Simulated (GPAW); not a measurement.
## Energy against c/a at fixed volume: hcp Zr (space group 194) (GPAW, PBE)

```
CELL_PARAMETERS angstrom
      3.27795     0.00000     0.00000
     -1.63898     2.83879     0.00000
      0.00000     0.00000     5.01740
ATOMIC_POSITIONS crystal
  Zr 0.66667 0.33333 0.75000
  Zr 0.33333 0.66667 0.25000
```

Method of the run: PBE, GPAW PAW datasets PBE (gpaw-data 1.0.1) (plane waves; GPAW). Settings: mode = pw; ecut = 585 eV; xc = PBE; kpts = 24 24 14; mesh shift (steps) = 0 0 0; occupations.name = fermi-dirac; occupations.width = 0.05 eV; nbands = -8; convergence.density = 1e-06 e/electron; convergence.energy = 1e-06 eV/electron; symmetry.symmorphic = false; symmetry.tolerance = 0.0005; maxiter = 100. The cell above is the first row's. The rows change c/a at fixed volume. In all rows fractional positions and the k mesh are held. E is the free energy at the stated smearing, counted from the lowest row.

```
c/a     E (meV/atom)
------  ------------
1.5307             ?
1.5466          5.00
1.5625          2.36
1.5785          0.70
1.5944          0.00
1.6104          0.22
1.6263          1.26
1.6423          3.09
1.6582          5.65
```

**Question.** Fit E against c/a with a cubic, and predict the withheld value at c/a = 1.5307.

**Answer.** With u = c/a - 1.60, the rows have u = -0.05340, -0.03750, -0.02150, -0.00560, 0.01040, 0.02630, 0.04230, 0.05820. Least squares gives E = -0.019 + 4.69·u + 1726.3·u² - 2293·u³. Residuals (row less fit): -0.002, 0.006, -0.001, -0.009, 0.006, 0.003, -0.005, 0.001; standard error 0.007 (degrees of freedom: 4). The fitted curve has its minimum at c/a = 1.60, where E = -0.02. To one more digit the minimum is at c/a = 1.599; the ideal close-packed ratio is 1.633. At the withheld row, u = -0.06930, so E = -0.019 + 4.69 × (-0.06930) + 1726.3 × (-0.06930)² - 2293 × (-0.06930)³ = 8.710 meV/atom. The calculation gives 8.70 meV/atom, 0.010 meV/atom below the prediction (0.1 % of the range of E in the table). The row lies outside the fitted rows, so this is an extrapolation. From the scatter of the fitted rows alone, a prediction at this place has a standard error of 0.019 meV/atom, so the miss is 0.5 times that.

Carrying the step between the two nearest rows on in a straight line would have given 7.64, off by 1.06; series whose last step already gives the withheld value aren't shown. The reference cell has the volume at which an earlier scan in this program and functional put its minimum by a fit; axis ratios and inner coordinates come from a measured-size cell. The runs keep the symmetry of the cell, so they don't test it for distortions. The best c/a moves a little with volume. In metals such curves are sensitive to mesh and smearing. Cutoffs and mesh are single choices, not tested for convergence of this quantity. Series with a scatter that would blur these digits, or in which a gap closes, are not shown. Strain series were run only where this level's volume lies within 10 % of a first guess from the measured size.
